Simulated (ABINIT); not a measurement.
## σyy against uniaxial strain in fluorite-structure HfO2 (space group 225): C12 (ABINIT, PBEsol)

```yaml
crystal:
  lattice:
    - [0.00000, 2.51110, 2.51110]
    - [2.47343, 0.00000, 2.51110]
    - [2.47343, 2.51110, 0.00000]
  atoms:
    - { symbol: Hf, position: [0.00000, 0.00000, 0.00000] }
    - { symbol: O, position: [0.25000, 0.25000, 0.25000] }
    - { symbol: O, position: [0.75000, 0.75000, 0.75000] }
```

Method: PBEsol, norm-conserving pseudopotentials (PseudoDojo nc-sr-04 PBEsol standard) (plane waves; ABINIT 10.0.3). Settings: pseudos = [Hf.upf, O.upf]; ecut = 55 Ha; ixc = -116133; occopt = 3; tsmear = 0.00036749 Ha; ngkpt = 14 14 14; nshiftk = 1; shiftk = 0 0 0; potentials = PseudoDojo nc-sr-04 PBEsol standard; nband = 17; kptopt = 1; nstep = 50; tolvrs = 1e-12. The cell above is the first row's. The rows stretch one cube axis (x) by the strain ε and hold the other two. Stress is positive in tension. In all rows fractional positions and the k mesh are held.

| ε (%) | σyy (GPa) |
|---|---|
| -1.5 | ? |
| -1.0 | -1.12 |
| -0.5 | -0.55 |
| 0.0 | 0.00 |
| 0.5 | 0.52 |
| 1.0 | 1.02 |
| 1.5 | 1.50 |
| 2.0 | 1.95 |

Taking a parabola for σyy over the 7 complete rows: Least squares gives σyy = -0.002 + 1.0707·ε - 0.0471·ε². Residuals (row less fit): 0.000, -0.001, 0.002, -0.002, -0.002, 0.002, -0.001; standard error 0.002 (degrees of freedom: 4). The slope at ε = 0, 1.0707 GPa per cent, gives C12 ≈ 100 × 1.0707 = 107 GPa, for the static lattice.

Problem. Estimate the missing σyy (ε = -1.5); what did the run itself give?

Solution. σyy = -0.002 + 1.0707 × (-1.5) - 0.0471 × (-1.5)² = -1.714 GPa. The calculation gives -1.71 GPa, which the fit meets to the printed digits. The row lies outside the fitted rows, so this is an extrapolation.

Carrying the step between the two nearest rows on in a straight line would have given -1.69, off by 0.02; series whose last step already gives the withheld value aren't shown. The reference cell has the volume at which an earlier scan in this program and functional put its minimum by a fit. This is a high-temperature phase, held here by symmetry. The runs keep the symmetry of the cell, so they don't test it for distortions. The unstrained cell stands at a pressure of 0.00 GPa, and the constants belong to that pressure. By symmetry this strain leaves no force on the atoms; the largest in the rows is 0.000 eV/Å. Spin-orbit coupling is off. Cutoffs and mesh are single choices, not tested for convergence of this quantity. Series with a scatter that would blur these digits, or in which a gap closes, are not shown. Strain series were run only where this level's volume lies within 10 % of a first guess from the measured size.
